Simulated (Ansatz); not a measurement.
We consider C (within 0.1 Å of Fmmm, No. 69, 4 atoms in the cell; start mp-937760; another form than the element's usual one), described by HSE06 (Ansatz, an electronic-structure program, PAW).

Settings: plane-wave cutoff 460 eV, 12×12×4 k mesh (along the axes of the cell as run), Fermi–Dirac smearing 0.01 eV, scalar-relativistic PAW data made under PBE.

Cell (relaxed with PBEsol):

```
CELL_PARAMETERS angstrom
      1.22950    -2.12908     0.00000
      1.22950     2.12908     0.00000
      0.00000     0.00000     7.36364
ATOMIC_POSITIONS crystal
  C  0.08332 0.91668 0.74964
  C  0.91668 0.08332 0.25036
  C  0.41668 0.58332 0.74964
  C  0.58332 0.41668 0.25036
```

**Question.** Give the computed band gap and Γ–Γ gap.

**Answer.** 
* **band gap**: 0.00 eV (under three smearing widths, so not firm)
* **Γ–Γ gap**: 7.94 eV

Note: cell and atoms aren't relaxed at this level (pressure -2.7 GPa).

Computing time: around 60 core-seconds (rough).

A start named mp-… is a Materials Project structure, which need not be a measured phase.
